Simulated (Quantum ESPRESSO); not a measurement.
Quantum ESPRESSO run on AlV2C (P6_3/mmc, 8 atoms in the cell): self-consistent single point.

Level of theory: Wu-Cohen GGA, SSSP 1.1.2 efficiency (PBE) pseudopotentials (plane waves; Quantum ESPRESSO).

```
AlV2C
1.0
    2.88760     0.00000     0.00000
   -1.44380     2.50074     0.00000
    0.00000     0.00000    13.10482
Al V C
2 4 2
Direct
  0.33333   0.66667   0.25000
  0.66667   0.33333   0.75000
  0.33333   0.66667   0.58638
  0.66667   0.33333   0.41362
  0.66667   0.33333   0.08638
  0.33333   0.66667   0.91362
  0.00000   0.00000   0.00000
  0.00000   0.00000   0.50000
```

Reference input (self-consistent single point, DFT, PBE, plane waves, SSSP 1.1.2 efficiency (PBE) pseudopotentials): ecutwfc = 50 Ry; ecutrho = 400 Ry; occupations = smearing; smearing = gaussian; degauss = 0.019992 Ry; K_POINTS = automatic 7 7 2 0 0 0; conv_thr = 1e-10 Ry; mixing_beta = 0.7. This run's input differs from it in these lines:

```diff
@@ -17,2 +17,3 @@
   degauss = 0.019992
+  input_dft = 'wc'
 /
```

Log, with long lists cut:

```
     Self-consistent Calculation

     iteration #  1     ecut=    50.00 Ry     beta= 0.70

     negative rho (up, down):  3.911E-03 0.000E+00

     total energy              =    -693.57371004 Ry
     estimated scf accuracy    <       2.32012495 Ry

     iteration #  2     ecut=    50.00 Ry     beta= 0.70

     negative rho (up, down):  3.192E-03 0.000E+00

     total energy              =    -692.98037876 Ry
     estimated scf accuracy    <      12.95479512 Ry

     iteration #  3     ecut=    50.00 Ry     beta= 0.70

     negative rho (up, down):  3.036E-03 0.000E+00

     total energy              =    -694.94215748 Ry
     estimated scf accuracy    <       0.37557749 Ry

   [... 12 blocks of this kind left out ...]

     iteration # 16     ecut=    50.00 Ry     beta= 0.70

     negative rho (up, down):  3.425E-03 0.000E+00

     total energy              =    -695.01360485 Ry
     estimated scf accuracy    <          4.4E-10 Ry

     iteration # 17     ecut=    50.00 Ry     beta= 0.70

     negative rho (up, down):  3.425E-03 0.000E+00
     End of self-consistent calculation

     the Fermi energy is    13.8575 ev

!    total energy              =    -695.01360485 Ry
     estimated scf accuracy    <          6.2E-11 Ry
     smearing contrib. (-TS)   =      -0.01460337 Ry
     internal energy E=F+TS    =    -694.99900149 Ry

     convergence has been achieved in  17 iterations

     negative rho (up, down):  3.425E-03 0.000E+00

     Forces acting on atoms (cartesian axes, Ry/au):

     atom    1 type  1   force =     0.00000000   -0.00000000   -0.00000000
     atom    2 type  1   force =     0.00000000    0.00000000    0.00000000
     atom    3 type  2   force =     0.00000000   -0.00000000   -0.01796686
     atom    4 type  2   force =     0.00000000   -0.00000000    0.01796686
     atom    5 type  2   force =     0.00000000   -0.00000000   -0.01796686
   [... lines left out ...]
     Total force =     0.035934     Total SCF correction =     0.000020
   [... lines left out ...]

     negative rho (up, down):  3.425E-03 0.000E+00
          total   stress  (Ry/bohr**3)                   (kbar)     P=      -27.25
  -0.00015066  -0.00000000   0.00000000          -22.16       -0.00        0.00
  -0.00000000  -0.00015066   0.00000000           -0.00      -22.16        0.00
   0.00000000  -0.00000000  -0.00025443            0.00       -0.00      -37.43

   JOB DONE.
```

The run converged in 17 iterations. Against the reference run the pressure goes from 2.21 to -2.73 GPa and the largest force goes from 0.247 to 0.462 eV/Å.

The starting cell comes from a database of computed structures (which also holds hypothetical and non-ambient phases and stackings), without a prior relaxation at this level. Spin polarisation is off.

Cost on one core of a shared machine: roughly 80 s.
